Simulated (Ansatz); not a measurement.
A (12,0) BN nanotube has 48 atoms in a period of 4.346 Å, a mean diameter of 9.65 Å, and lies 58 meV/atom over the flat sheet relaxed at the same level.

The numbers are results of PBE (plane waves to 420 eV, PAW; Ansatz, a quantum-chemistry and plane-wave program), not measurements. Mesh 1×1×8. No spin polarisation. Isolated but for its images some 11 Å away. An idealised model, rolled from the flat sheet. It keeps the symmetry and period of its start, so it need not be a minimum against all distortions.

Problem. Which bending rigidity of the sheet does this imply in the thin-plate picture?

Solution. A plate bent to radius R stores D/(2R²) an area. The area an atom is π × 9.65 × 4.346/48 = 2.74 Å², so the stored energy is 0.058/2.74 = 0.0212 eV/Å². With R = 4.825 Å, D = 2R² × 0.0212 = 0.99 eV.
